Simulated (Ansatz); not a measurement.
Consider TiB2 (space group P6/mmm, No. 191).

```yaml
crystal:
  lattice:
    - [3.03199, 0.00000, 0.00000]
    - [-1.51599, 2.62578, 0.00000]
    - [0.00000, 0.00000, 3.22437]
  atoms:
    - { symbol: Ti, position: [0.00000, 0.00000, 0.00000] }
    - { symbol: B, position: [0.33333, 0.66667, 0.50000] }
    - { symbol: B, position: [0.66667, 0.33333, 0.50000] }
```

Cartesian axes are those of the cell as printed.

Calculations: PBE (Ansatz, a first-principles code, PAW, no spin-orbit coupling).

Base values:

The pressure is 0.0 GPa and the volume per atom is 8.56 Å³.

Perturbation: biaxial strain −2.21 %, plane normal [001], relaxed out of plane (Cartesian); in-plane vectors clamped, the third vector and the atoms free.

Estimate the effect on the pressure and volume per atom.

The pressure (mean of the normal stresses, compression positive) goes from zero to 10.8 GPa; the volume per atom shrinks by 0.292 Å³, from 8.56 Å³ to 8.26 Å³.

No phonon test of stability was made. The final runs are not spin-polarised.
